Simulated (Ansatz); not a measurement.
Sr$_{3}$SnO in the anti-perovskite structure (space group Pm-3m, No. 221)

Space group Pm-3m (No. 221); a = b = c = 5.0919 Å, α = β = γ = 90.00°

| atom | site | symmetry | x | y | z |
|---|---|---|---|---|---|
| Sr | 3c | 4/mm.m | 0.0000 | 0.5000 | 0.5000 |
| Sn | 1a | m-3m | 0.0000 | 0.0000 | 0.0000 |
| O | 1b | m-3m | 0.5000 | 0.5000 | 0.5000 |

Calculations: PBEsol/PAW in Ansatz (a first-principles code), scalar-relativistic without spin-orbit coupling. k-mesh 9×9×9 (Γ-centred); smearing 0.05 eV (Fermi–Dirac).

| Item | Value |
|---|---|
| Volume per atom | 26.40 Å³ |
| Density | 5.00 g/cm³ |
| Band gap | zero |
| Total energy | -3398.518 eV/atom (σ→0; compares only within this code and set-up) |

Stability against distortions was not tested. All final runs are without spin polarisation. A zero or small gap of Sr3SnO can be the functional's error rather than a property of the material.
